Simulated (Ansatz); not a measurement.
Defect migration in monoclinic HfO2: interstitial F, charge state -1. The step: a concerted move, in which F travels most; the atom moves 1.66 Å along (0.29, 0.07, 0.17) of the unit cell; the moving atom starts with neighbours Hf at 2.14, Hf at 2.28, Hf at 2.55; O at 2.27, O at 2.34, O at 2.40, O at 2.45, O at 2.51, O at 2.63 Å and ends with Hf at 2.14, Hf at 2.28, Hf at 2.55; O at 2.27, O at 2.34, O at 2.40, O at 2.45, O at 2.51, O at 2.63 Å. A PBE band in Ansatz (plane-wave PAW, the Γ point alone, 96 host sites, 49 SCF runs with any check of the saddle's order, static, no finite-size correction) gives a forward barrier of 0.12 eV. The program found a first-order saddle point. The charge state is imposed; whether it is stable for some Fermi level was not computed. Sites that were not tried may lie lower.

Single points at the band's start and saddle point can refine it. Rough cost of one point, in units of the band's mean SCF on the same machine:

```
Level                                             Cost of one point
------------------------------------------------  -----------------
PBE, a 2×2×2 k-point mesh shifted by half a step            about 8
r2SCAN at 500 eV, the Γ point alone                         under 2
```

Question: Which of these move the barrier by more than 0.1 eV, and how far does each move it?

Answer: Not one does. PBE, a 2×2×2 k-point mesh shifted by half a step: +0.01 eV; r2SCAN at 500 eV, the Γ point alone: 0.00 eV. Each functional is compared with PBE at the same k-points.

Ansatz is a quantum-chemistry and plane-wave program.
